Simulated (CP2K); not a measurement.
Worked example: self-consistent single point of NiTe2 (P-3m1, 3 atoms in the cell) in CP2K.

Method of the run: LDA (Pade form), GPW, DZVP-MOLOPT-SR-GTH basis, GTH-PADE potentials (GTH_POTENTIALS) (CP2K).

```
CELL_PARAMETERS angstrom
      3.92233     0.00000     0.00000
     -1.96116     3.39683     0.00000
      0.00000     0.00000     5.43799
ATOMIC_POSITIONS crystal
  Ni 0.00000 0.00000 0.00000
  Te 0.33333 0.66667 0.24192
  Te 0.66667 0.33333 0.75808
```

Reference input (self-consistent single point, DFT PBEsol, GPW, DZVP-MOLOPT-SR-GTH basis, GTH-PBE potentials (GTH_POTENTIALS)): CUTOFF = 600 Ry; REL_CUTOFF = 40 Ry; SMEAR/METHOD = FERMI_DIRAC; ELECTRONIC_TEMPERATURE = 1160.45 K; KPOINTS/SCHEME = MONKHORST-PACK 10 10 7; GAMMA_CENTERED = T; XC_FUNCTIONAL = PBE:PBESOL; Ni/BASIS_SET = DZVP-MOLOPT-SR-GTH; Ni/POTENTIAL = GTH-PBE-q18; Te/BASIS_SET = DZVP-MOLOPT-SR-GTH; Te/POTENTIAL = GTH-PBE-q6; METHOD = GPW. This run's input differs from it in these lines:

```diff
@@ -44,6 +44,3 @@
     &XC
-      &XC_FUNCTIONAL
-        &PBE
-          PARAMETRIZATION PBESOL
-        &END PBE
+      &XC_FUNCTIONAL PADE
       &END XC_FUNCTIONAL
@@ -80,3 +77,3 @@
       BASIS_SET DZVP-MOLOPT-SR-GTH
-      POTENTIAL GTH-PBE-q18
+      POTENTIAL GTH-PADE-q18
     &END KIND
@@ -84,3 +81,3 @@
       BASIS_SET DZVP-MOLOPT-SR-GTH
-      POTENTIAL GTH-PBE-q6
+      POTENTIAL GTH-PADE-q6
     &END KIND
```

Output, abridged:

```
 SCF WAVEFUNCTION OPTIMIZATION

  Step     Update method      Time    Convergence         Total energy    Change
     1 NoMix/Diag. 0.30E+00      -     1.51415092      -186.0080501121 -1.86E+02
     2 Broy./Diag. 0.30E+00      -     0.24221955      -180.3207980046  5.69E+00
     3 Broy./Diag. 0.30E+00      -     0.04236502      -187.1015400985 -6.78E+00
     4 Broy./Diag. 0.30E+00      -     0.15109484      -185.5115382852  1.59E+00
     5 Broy./Diag. 0.30E+00      -     0.10295012      -187.3857324751 -1.87E+00
     6 Broy./Diag. 0.30E+00      -     0.01809892      -185.2134965706  2.17E+00
   [... 8 lines left out ...]
    15 Broy./Diag. 0.30E+00      -     0.00001753      -185.7073968327 -4.28E-05
    16 Broy./Diag. 0.30E+00      -     0.00000325      -185.7072516432  1.45E-04
    17 Broy./Diag. 0.30E+00      -     0.00000173      -185.7071952870  5.64E-05
    18 Broy./Diag. 0.30E+00      -     0.00000061      -185.7071994141 -4.13E-06
  *** SCF run converged in    18 steps ***

  Overlap energy of the core charge distribution:               0.00000000002554
  Self energy of the core charge distribution:               -296.46235259714405
  Core Hamiltonian energy:                                     80.11842175656700
  Hartree energy:                                              50.90921394026174
  Exchange-correlation energy:                                -20.27032150381052
  Electronic entropic energy:                                  -0.00216100957306
  Fermi energy:                                                 0.23082986629336

  Total energy:                                              -185.70719941410081
  Total energy (extrapolated to T->0):                       -185.70611890931428

                     Mulliken Population Analysis

   [... lines left out ...]

 STRESS| Analytical stress tensor [bar]
 STRESS|                        x                   y                   z
 STRESS|      x       -6.33268868243E+04   1.19759283089E+00   2.73638197135E-01
 STRESS|      y        1.19759283089E+00  -6.33255858051E+04  -1.79049657117E-01
 STRESS|      z        2.73638197135E-01  -1.79049657117E-01  -5.19500405120E+04
 STRESS| 1/3 Trace                                            -5.95341710471E+04
```

The run converged in 18 iterations. Against the reference run the pressure goes from -2.89 to -5.95 GPa and the largest force goes from 0.014 to 0.281 eV/Å.

The starting cell comes from a database of computed structures (which also holds hypothetical and non-ambient phases and stackings), without a prior relaxation at this level. Its lattice was rescaled by a random factor within 2.5 % of one. Spin polarisation is off, so a magnetic state, if there is one, cannot be reached. Values carry the incompleteness of an atom-centred basis. With a pressure of about -6 GPa the cell is away from its equilibrium volume at this level.

Cost on one core of a shared machine: roughly 2 min.
